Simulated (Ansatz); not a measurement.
Base system: PbSe in the rock salt structure (space group Fm-3m, No. 225; a = 6.218 Å).

Method: PBE (Ansatz, a program for electronic structure), no spin-orbit coupling, earlier PAW set.

For the base:

The band gap is 0.44 eV and the pressure is -0.1 kbar.

Modification: the cell is scaled by 0.9671 in all directions; the atoms relax in the strained cell.

**Question.** Predict the new band gap.

**Answer.** The band gap decreases by 0.34 eV (0.44 eV → 0.10 eV).

**Question.** Predict the new energy relative to the base.

**Answer.** The energy increases by 48 meV/atom.

**Question.** What does the calculation give for the pressure after the change?

**Answer.** The pressure increases by 58.2 kbar, from -0.1 kbar to 58.1 kbar.

Spin-orbit coupling, missing from the scalar runs, can matter with Pb. No phonon test of stability was made. A zero or small gap of PbSe under isotropic strain −3.29 % can be the functional's error rather than a property of the material.
